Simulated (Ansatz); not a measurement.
Consider SiO2 in the rutile structure (space group P4_2/mnm, No. 136).

```
SiO2
1.0
    4.19450     0.00000     0.00000
    0.00000     4.19450     0.00000
    0.00000     0.00000     2.67848
Si O
2 4
Direct
  0.00000   0.00000   0.00000
  0.50000   0.50000   0.50000
  0.30606   0.30606   0.00000
  0.80606   0.19394   0.50000
  0.19394   0.80606   0.50000
  0.69394   0.69394   0.00000
```

Computed with DFT with PBEsol, PAW potentials and a 420 eV plane-wave cutoff in Ansatz (an electronic-structure program), no spin-orbit coupling.

Strains are applied to the cell and any free atomic positions relax.

One change was made to it. Results:

The pressure (mean of the normal stresses, compression positive) goes from zero to 18.33 GPa; the valence-band top at Γ (three highest levels, from the VBM) goes from 0.00, -0.88, -0.88 eV to 0.00, -0.94, -0.94 eV; the electron mass changes from 0.37 mₑ along c, 0.47 mₑ across (at Γ) to 0.41 mₑ along c, 0.53 mₑ across (at Γ); the energy grows by 23 meV/atom; the band gap rises by 0.92 eV, from 5.35 eV to 6.27 eV.

### Question
What was done to the base?
A. isotropic strain −2.40 %
B. isotropic strain −0.60 %
C. isotropic strain −1.20 %
D. isotropic strain −3.00 %
E. isotropic strain −1.80 %

### Answer
E, isotropic strain −1.80 %. For comparison, the band gap in the other runs: isotropic strain −0.60 % gives 5.65 eV; isotropic strain −3.00 % gives 6.85 eV; isotropic strain −2.40 % gives 6.59 eV; isotropic strain −1.20 % gives 5.96 eV.

Effective masses come from finite differences of ±0.01 Å⁻¹. Whether these cells are dynamically stable was not tested.
